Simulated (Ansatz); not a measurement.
**BeTe: energy against strain**

BeTe (zinc blende, F-43m, 21.418 Å³/atom at rest) under an equal strain ε in the (001) plane with the normal axis free, as in a coherent film. LDA in Ansatz, a plane-wave DFT program (PAW, default set), 420 eV, 10×10×10 Γ-centred mesh, Fermi-Dirac smearing 0.05 eV; ions are relaxed within the symmetry of each cell.

Here s stands for strain and y for E less E0.

```csv
strain (%),E less E0 (meV/atom)
-3.00,?
-1.50,3.57
-1.00,1.57
-0.50,0.39
0.00,0.00
0.50,0.37
1.00,1.47
1.50,3.29
```

Taking a parabola for y over the 7 complete rows: Least squares gives y = -0.002 - 0.0757·s + 1.5248·s². Residuals (row less fit): 0.028, -0.028, -0.027, 0.002, 0.029, 0.023, -0.025; standard error 0.033 (degrees of freedom: 4). Twice the quadratic coefficient over the volume, 2 × 1.5248 meV × 10⁴ × 0.1602 / 21.418 Å³, is twice the biaxial elastic modulus of this plane = 228 ± 2 GPa.

### Question
Predict the withheld y at s = -3.00 from the fit, and compare with the calculation.

### Answer
y = -0.002 - 0.0757 × (-3.0) + 1.5248 × (-3.0)² = 13.948 meV/atom. The calculation gives 14.80 meV/atom, 0.852 meV/atom above the prediction (5.8 % of the range of y in the table). The row lies outside the fitted rows, so this is an extrapolation. From the scatter of the fitted rows alone, a prediction at this place has a standard error of 0.125 meV/atom, so the miss is 6.8 times that.

One order more, fitted to all 13 runs of the series, follows each within 0.01, so the miss is the next term of a smooth law. Rows are the converged runs of the series near zero and its far end; series whose fitted rows scatter by over a few per cent of the range, as at a crossing or softening among them, aren't shown in this form. Most that stay on the fit to the last digits aren't either.
